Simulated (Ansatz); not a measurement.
Crystal: BN (P6_3/mmc, 4 atoms a cell, 9.0 Å³ an atom); planes in its conventional cell.

Method: r2SCAN (plane waves, PAW; Ansatz, a program for electronic structure).

The gap is the functional's own. No spin-orbit coupling. Mid-gap values are interpolated on the energy grid.

```csv
plane,area of the cell (Å²),mid-gap κ (1/Å),largest κ in the gap (1/Å)
(001),5.4,0.41,0.45
(100),16.6,___,___
(110),28.7,___,___
(111),29.2,___,___
```

Q: The slowest decay depends on the direction. Supply the withheld values.

A: 
- (100), mid-gap κ (1/Å): 0.33
- (100), largest κ in the gap (1/Å): 0.34
- (110), mid-gap κ (1/Å): 0.38
- (110), largest κ in the gap (1/Å): 0.39
- (111), mid-gap κ (1/Å): 0.38
- (111), largest κ in the gap (1/Å): 0.38
